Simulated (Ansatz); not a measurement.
Take Hf in the hcp (Mg type) structure (space group P6_3/mmc, No. 194; a = 3.117 Å, c = 4.950 Å; relaxed with 0.1 eV smearing) as the base. Axes: x lies along a and z along c of the hexagonal cell.

Level of theory: LDA (Ansatz, an electronic-structure program, PAW, without spin-orbit coupling).

The change: the cell is compressed by 3.00 % along z with no lateral relaxation, atoms relaxed at fixed cell.

Task: Predict the stress tensor and what it implies for the stiffness.

Result: Stress of the strained cell less that of the base (GPa, compression positive):
```
    2.6     0.0     0.0
    0.0     2.6     0.0
    0.0     0.0     7.1
```

Then −Δσ_ii/ε with ε = -0.0300 gives secant stiffness values (nonlinear terms included at this strain): C33 ≈ 235 GPa, C13 ≈ 88 GPa and C23 ≈ 88 GPa.

As a check, the harmonic strain energy −½ V₀ Δσ:ε is 14 meV/atom; the computed energy rise is 13 meV/atom.

Stability against distortions was not tested. The final runs are not spin-polarised.
